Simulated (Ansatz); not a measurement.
## A computed series for Al2O3: response to strain

The parent structure is Al₂O₃ in the corundum structure (space group R-3c, No. 167; a = 4.8088 Å, c = 13.1238 Å (hexagonal axes)).

Strains are applied to the cell and any free atomic positions relax.

Computed with PBE in Ansatz (plane waves to 420 eV, PAW, no spin-orbit coupling).

Notes on the quantities. energy relative to the base: free energy F.

| isotropic strain (%) | energy relative to the base (meV/atom) |
|---|---|
| -3 | 55.9 |
| -2.25 | ? |
| -1.5 | 13.4 |
| -0.75 | 3.3 |
| 0 | 0.0 |

Question: Fit ΔE = Aε² + Bε³ (ε in %) to the rows shown and predict the withheld row.

Answer: Least squares on the printed values gives A = 5.71 and B = -0.17 meV/atom (largest residual 0.0 meV/atom); this predicts 30.8 meV/atom, and the run gives 30.7 meV/atom, in agreement.

No phonon test of stability was made.

Ansatz is a program for electronic structure.
